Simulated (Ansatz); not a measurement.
The reference is NaOH (space group Cmcm, No. 63; a = 3.404 Å, b = 10.886 Å, c = 3.371 Å; a cell from a computed database, its experimental status unchecked; layered, stacked along the Cartesian y axis). Axes: x, y, z lie along a, b, c of the conventional cell.

Calculations: PBEsol in Ansatz (plane waves to 420 eV, PAW, without spin-orbit coupling).

Modification: uniaxial stress, 5 GPa tension along x, with the cell and atoms free to relax against it.

### Question
Predict the new strain response.

### Answer
The strain response (xx, yy, zz) is (+7.16, −1.94, −1.06) %.

### Question
What happens to the energy relative to the base?

### Answer
The energy rises by 12 meV/atom.

Stability under load was not tested beyond the relaxation. No dispersion term is included in the PBEsol runs.

Ansatz is a program for electronic structure.
